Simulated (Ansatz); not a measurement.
Pressure series in PtSb2

The parent structure is PtSb$_{2}$ (space group Pa-3, No. 205; a = 6.553 Å).

Cell and atoms are relaxed at each pressure.

Method: plane-wave PAW DFT at the PBE level (Ansatz, a quantum-chemistry and plane-wave program, 420 eV), no spin-orbit coupling.

Notes on the quantities. enthalpy: H = E + PV relative to the base's energy.

```csv
case,shortest interatomic distance,enthalpy
base,2.717 Å,–
pressure −2 GPa,2.735 Å,-0.30 eV/atom
pressure −1 GPa,2.726 Å,-0.15 eV/atom
pressure 0.3 GPa,2.714 Å,+0.04 eV/atom
pressure 0.7 GPa,2.711 Å,+0.10 eV/atom
pressure 1.5 GPa,[?],+0.22 eV/atom
pressure 3 GPa,2.692 Å,+0.43 eV/atom
pressure 5 GPa,2.678 Å,+0.72 eV/atom
pressure 7.5 GPa,2.661 Å,+1.06 eV/atom
pressure 10 GPa,2.646 Å,+1.40 eV/atom
```

Question: Fill in the withheld entries from the trend.

Answer: 
- pressure 1.5 GPa, shortest interatomic distance: 2.704 Å

Load acts through the strain it causes; cell and atoms are relaxed under it. Whether these cells are dynamically stable was not tested. No other phases were tried under pressure. All final runs are without spin polarisation.
